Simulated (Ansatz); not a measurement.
C11b MoSi2 was calculated with rVV10 (Ansatz, a first-principles code, PAW).

Numerical settings: plane-wave cutoff 520 eV, 24×24×24 k mesh, Fermi–Dirac smearing 0.05 eV, no spin polarisation, scalar-relativistic PAW data made under PBE.

Energies at three volumes about the minimum:

```json
[
 {"V (Å³/atom)": "13.460", "E − E_lowest (meV/atom)": "3.49"},
 {"V (Å³/atom)": "13.735", "E − E_lowest (meV/atom)": "0.00"},
 {"V (Å³/atom)": "14.010", "E − E_lowest (meV/atom)": "3.21"}
]
```

Question: Fit a parabola by hand: where is the minimum, and what is the bulk modulus?

Answer: Slopes: (0.00 − 3.49)/(13.735 − 13.460) = -12.691 and (3.21 − 0.00)/(14.010 − 13.735) = 11.673 meV/Å³. Curvature E″ = 2 × (11.673 − (-12.691))/(14.010 − 13.460) = 88.596 meV/Å⁶. From the middle of the first interval, the slope vanishes at V0 = 13.5975 − (-12.691)/88.596 = 13.741 Å³/atom. B = V0 E″ = 13.741 × 88.596 meV/Å³ × 0.1602 GPa per meV/Å³ = 195 GPa. The full Birch–Murnaghan fit to all volumes gives V0 = 13.736 Å³/atom and B0 = 195 GPa.

Shape and atoms are relaxed at each volume.

Measured, for comparison: bulk modulus 222 ± 2 GPa (room temperature, no zero-point or thermal correction, B' = 4; as tabulated in Structural stability of MoSi2 and Mo5Si3 under high pressure, Chin. Phys. B 26 …). Computed (rounded) less measured: bulk modulus -12 %.

Note: the bulk modulus comes from volumes at which shape and atoms were relaxed.
